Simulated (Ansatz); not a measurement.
The parent structure is CdS in the zinc blende structure (space group F-43m, No. 216; a = 5.879 Å).

Modification: a hydrostatic pressure of 100 GPa.

Method: r2SCAN/PAW in Ansatz (an electronic-structure program), scalar-relativistic without spin-orbit coupling, earlier PAW set.

Base, band edges from the VBM (valence, conduction): X -1.84, 3.89; W -2.16, 5.72; L -0.73, 3.44; Γ 0.00, 1.54; K -1.49, 4.60; U -1.49, 4.60 eV.

Problem. Give the band edges at the high-symmetry points of the new zone, measured from its valence-band maximum.

Solution. 
```csv
point,valence edge (eV),conduction edge (eV)
Γ,0.00,2.31
X,-4.51,2.69
U,-3.64,3.61
K,-3.64,3.61
L,-1.88,3.50
W,-4.59,5.15
```

The gap is 2.31 eV, direct at Γ.

Load acts through the strain it causes; cell and atoms are relaxed under it. No phonon test of stability was made. Tetrahedral semiconductors of this kind turn to denser phases somewhere between about 1 and 50 GPa; those were not computed, so compressed cells here can lie past the real transition.
